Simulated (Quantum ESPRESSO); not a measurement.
Density of states of CaZn (Fm-3m, 2 atoms in the cell).

```
CaZn
1.0
    0.00000     3.08872     3.08872
    3.08872     0.00000     3.08872
    3.08872     3.08872     0.00000
Ca Zn
1 1
Direct
  0.00000   0.00000   0.00000
  0.50000   0.50000   0.50000
```

Method: PBEsol, PseudoDojo standard norm-conserving (PBESOL) pseudopotentials (plane waves; Quantum ESPRESSO 7.5).

SCF settings: ecutwfc = 85 Ry; occupations = smearing; smearing = marzari-vanderbilt; degauss = 0.019992 Ry; potentials = {Ca: Ca.upf, Zn: Zn.upf}; K_POINTS = automatic 9 9 9 0 0 0; conv_thr = 1e-10 Ry. Keys of the DOS step: nscf.calculation = nscf; nscf.nbnd = 22; nscf.startingwfc = random; nscf.diago_thr_init = 1e-06; nscf.K_POINTS = automatic 14 14 14 0 0 0; dos.x.fildos = dos.dat; dos.x.Emin = -15 eV; dos.x.Emax = 30 eV; dos.x.DeltaE = 0.05 eV; dos.x.ngauss = 0; dos.x.degauss = 0.00735 Ry.

The starting cell comes from a database of computed structures (which also holds hypothetical and non-ambient phases and stackings), without a prior relaxation at this level.

Total DOS (both spins), as means of the tabulated values in each energy bin; the zero is the program's Fermi level or highest filled level, and the curve is cut to this window:

(E (eV), states/eV/cell): (-7.80, 0.00); (-7.40, 0.46); (-7.00, 21.8); (-6.60, 0.00); (-6.20, 0.00); (-5.80, 0.12); (-5.40, 0.33); (-5.00, 0.43); (-4.60, 0.58); (-4.20, 0.84); (-3.80, 1.57); (-3.40, 1.24); (-3.00, 0.00); (-2.60, 0.00); (-2.20, 0.02); (-1.80, 0.35); (-1.40, 0.57); (-1.00, 1.55); (-0.60, 1.22); (-0.20, 1.27); (0.20, 1.38); (0.60, 1.57); (1.00, 2.33); (1.40, 2.96); (1.80, 1.20); (2.20, 0.84); (2.60, 1.15)

Around zero the curve holds about 1.4 states/eV/cell.
